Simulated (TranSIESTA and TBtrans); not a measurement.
Run with TranSIESTA and TBtrans (open boundaries, self-consistent; PseudoDojo norm-conserving potentials, scalar-relativistic): PAO.BasisSize DZP, PAO.EnergyShift 0.15 eV, XC.Authors PBE, Mesh.Cutoff 150 Ry, ElectronicTemperature 300 K, TS.Voltage 0.0 eV, TBT.Elecs.Eta 0.001 eV, no spin polarisation.

Junction: biphenyl-4,4'-diyl held by thiolate S between two Au chains. Leads: straight Au chain, spacing 2.55 Å. Geometry: 24 atoms about the centre moved by SIESTA (PBE, SZP) to a largest force of 0.04 eV/Å, all others as built. Transport runs along z; the first 6 and the last 6 of the 40 atoms are the lead cells, repeated to infinity.

```xyz
40
Lattice="13.232 0.000 0.000 0.000 13.232 0.000 0.000 0.000 55.043" Properties=species:S:1:pos:R:3 pbc="F F T"
Au     6.616     6.616     0.000
Au     6.616     6.616     2.550
Au     6.616     6.616     5.100
Au     6.616     6.616     7.650
Au     6.616     6.616    10.200
Au     6.616     6.616    12.750
Au     6.616     6.616    15.300
Au     6.616     6.616    17.850
Au     6.551     6.633    20.370
S      8.651     7.018    21.120
C      8.127     6.662    22.824
C      8.247     5.326    23.385
C      7.834     5.047    24.724
C      7.279     6.092    25.550
C      7.179     7.430    25.017
C      7.608     7.713    23.684
C      6.813     5.793    26.940
C      7.529     4.852    27.766
C      7.105     4.594    29.106
C      5.942     5.262    29.667
S      5.399     4.934    31.370
C      5.204     6.173    28.806
C      5.640     6.444    27.474
H      8.660     4.484    22.704
H      7.877     3.972    25.150
H      6.785     8.270    25.708
H      7.556     8.790    23.258
H      8.485     4.361    27.338
H      7.700     3.871    29.789
H      4.246     6.669    29.234
H      5.042     7.151    26.779
Au     6.625     6.680    32.123
Au     6.616     6.616    34.643
Au     6.616     6.616    37.193
Au     6.616     6.616    39.743
Au     6.616     6.616    42.293
Au     6.616     6.616    44.843
Au     6.616     6.616    47.393
Au     6.616     6.616    49.943
Au     6.616     6.616    52.493
```

Task: Give the largest eigenchannel transmissions at the Fermi level (four at most) and the total.

Result: 0.17; total 0.17. The leads' channel count changes near -0.01 eV, within the thermal window, so values at the Fermi level hang on where that band edge falls. The leads are straight chains one atom wide, held at their spacing: model electrodes, not surfaces. Semilocal functionals put molecular levels too close to the Fermi level and tend to overestimate such conductances.
